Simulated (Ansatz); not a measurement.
Consider AlN in the zinc blende structure (space group F-43m, No. 216; a = 4.378 Å).

Method: DFT with PBEsol, PAW potentials and a 420 eV plane-wave cutoff in Ansatz (a quantum-chemistry and plane-wave program), scalar-relativistic without spin-orbit coupling.

Base values:

| Quantity | Value |
|---|---|
| Pressure | -0.01 GPa |

One thing is altered: every lattice vector is shortened by 0.50 %, atoms relaxed at fixed cell.

**Question.** Predict the new energy relative to the base.

**Answer.** The energy increases by 1.5 meV/atom.

**Question.** Estimate the effect on the pressure.

**Answer.** The pressure grows by 3.10 GPa, from -0.01 GPa to 3.09 GPa.

The cells carry an imposed strain or load. Whether these cells are dynamically stable was not tested. This is not the structure that AlN has at room temperature and ambient pressure.
